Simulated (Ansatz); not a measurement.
We consider Hf2SnC (P6₃/mmc, No. 194, 8 atoms in the cell; start mp-4893), described by r²SCAN in Ansatz (plane waves, PAW).

Settings: plane-wave cutoff 560 eV, 18×18×4 k mesh (along the axes of the cell as run), Fermi–Dirac smearing 0.05 eV, scalar-relativistic PAW data made under PBE.

Cell (relaxed at this level):

```xyz
8
Lattice="3.3326 0.0000 0.0000 -1.6663 2.8861 0.0000 0.0000 0.0000 14.4117" Properties=species:S:1:pos:R:3 pbc="T T T"
Hf     0.0000     1.9241     1.2217
Hf     1.6663     0.9620    13.1900
Hf     1.6663     0.9620     8.4275
Hf     0.0000     1.9241     5.9841
Sn     0.0000     1.9241    10.8088
Sn     1.6663     0.9620     3.6029
C      0.0000     0.0000     0.0000
C      0.0000     0.0000     7.2058
```

**Question.** Predict the bulk modulus B0.

**Answer.** 
- bulk modulus B0: 147 GPa

The run finds no gap.

Note: the bulk modulus is −V dP/dV from two relaxed cells at ±2 % in volume; the relaxation could not lower the start's symmetry, so the cell can be a saddle point above a distorted one.

Spin–orbit coupling is not included; it can open a gap where bands touch, and shift volumes and moduli.

Computed values are for the static lattice.

Cost on a shared machine: very roughly 16 core-minutes.

A start named mp-… is a Materials Project structure, which need not be a measured phase.

Ansatz is a first-principles code.
